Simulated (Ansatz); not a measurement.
How the lattice parameter a of HfSi (model structure, started from the NbAs type, I4₁md, No. 109, 4 atoms in the cell) moves with the method

No measured value is used here.

```
level (code)         value (Å)
-------------------  ---------
LDA (Ansatz)             3.318
PBE (Ansatz)                 …
PBEsol (Ansatz)          3.349
PBE-D3(BJ) (Ansatz)      3.360
```

Task: Complete the blanks.

Result: 
- PBE (Ansatz, a first-principles code), value (Å): 3.406

Density-functional levels without +SOC have no spin–orbit coupling. Ansatz's density-functional and Hartree–Fock values are scalar-relativistic unless marked +SOC, with PAW data made under PBE.

A model structure was made by putting elements into a prototype or built by hand; it is no filed structure, need not be a known phase, and can be a saddle point held by its symmetry.
